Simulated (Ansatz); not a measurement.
Start from Cs in the bcc (W type) structure (space group Im-3m, No. 229; relaxed with 0.1 eV smearing).

```
CELL_PARAMETERS angstrom
     -3.13761     3.13761     3.13761
      3.13761    -3.13761     3.13761
      3.13761     3.13761    -3.13761
ATOMIC_POSITIONS crystal
  Cs 0.00000 0.00000 0.00000
```

Cartesian axes are those of the cell as printed.

All numbers come from plane-wave PAW DFT at the r2SCAN level (Ansatz, a quantum-chemistry and plane-wave program, 500 eV), no spin-orbit coupling.

The change: the symmetric strain tensor [0.0112 0.0069 -0.0015; 0.0069 0.0071 -0.0047; -0.0015 -0.0047 -0.0184], atoms relaxed at fixed cell.

**Question.** What does the calculation give for the stress after the change?

**Answer.** The stress (xx, yy, zz, yz, xz, xy; compression positive) is (0.0, 0.0, 0.0, 0.0, 0.0, 0.0) GPa.

Whether these cells are dynamically stable was not tested. The final runs are not spin-polarised.
